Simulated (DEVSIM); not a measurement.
Device: Schottky contact on p-type InP, at 300 K.

```
layer (left to right)  material  thickness (μm)  Na (cm⁻³)  τn (s)  τp (s)
---------------------  --------  --------------  ---------  ------  ------
1                           InP            6.20     4.2e16  5.4e-8  5.4e-8
```

Left contact: Schottky, work function 5.104 eV, emission velocity 3.1e6 cm/s. Right contact: ohmic. Voltage is applied to the left contact. Recombination: SRH at mid-gap, radiative. Mobility is μmin + (μ − μmin)/(1 + (N/Nref)^α).

The device is made up for the run: typed textbook-type constants, with dimensions and the other settings drawn at random. Values at 300 K; Nc and Nv go as T^1.5, mobilities as T to minus their exponent, the gap by Varshni's rule with the affinity fixed. The table also holds parameters that only a changed run uses.

```tsv
parameter	InP
gap (eV)	1.344
affinity (eV)	4.38
permittivity	12.5
Nc (cm⁻³)	5.7e17
Nv (cm⁻³)	1.1e19
μn (cm²/Vs)	5200
μp (cm²/Vs)	170
μn,min	400
μp,min	10
Nref,n	3e17
Nref,p	4.9e17
αn	0.47
αp	0.62
T exponent of μn	2
T exponent of μp	2
B (cm³/s)	1.2e-10
Cn (cm⁶/s)	9e-31
Cp (cm⁶/s)	9e-31
Varshni α (eV/K)	0.000363
Varshni β (K)	162
```

Simulated with DEVSIM: 1D drift-diffusion, Boltzmann statistics, complete ionisation; no tunnelling, impact ionisation, image-force lowering or self-heating. Metal contacts follow the ideal Schottky-Mott rule: no Fermi-level pinning, no interface dipoles.

Base results: dark forward voltage at 1 A/cm² (V) 0.230; potential step across the device at zero bias (V) 0.476; dark forward voltage at 100 A/cm² (V) 0.420; largest field in the device at zero bias (V/cm) 74000.

What follows from this one change: temperature 300 → 350 K?

dark forward voltage at 1 A/cm² 0.230 → 0.144 V; potential step across the device at zero bias 0.476 → 0.429 V; dark forward voltage at 100 A/cm² 0.420 → 0.378 V; largest field in the device at zero bias little changed (69000 V/cm).

What follows from this one change: constant mobility in place of the doping-dependent one?

dark forward voltage at 1 A/cm² little changed (0.228 V); potential step across the device at zero bias little changed (0.476 V); dark forward voltage at 100 A/cm² 0.420 → 0.405 V; largest field in the device at zero bias little changed (74000 V/cm).
